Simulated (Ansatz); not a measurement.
The starting structures come from a database of crystals and need not be the phases stable at ambient conditions.

 Where the default PAW files enter, the runs use the earlier of Ansatz's two default sets.

By PBEsol, the system below comes out a metal.

Here is the system:

```
CELL_PARAMETERS angstrom
      3.86509     0.00000     0.00000
      0.00000     3.86509     0.00000
      1.93254    -1.93254     1.93254
ATOMIC_POSITIONS crystal
  Sn 0.00000 0.00000 0.00000
```

Space group of this cell: Im-3m, bcc (W type). The cell is strained (all lengths scaled by 1.02); by PBEsol its mean pressure is -4.4 GPa.

The current flows along the normal of the first two printed cell vectors, the (001) plane of the conventional cell. No spin-orbit coupling; the value is a mean over 0.1 eV about the Fermi level.

Task: Compute, with PBEsol (Ansatz, a first-principles code), the ballistic conductance per area.

Result: 1.2 × 10¹⁵ S/m² for both spins.
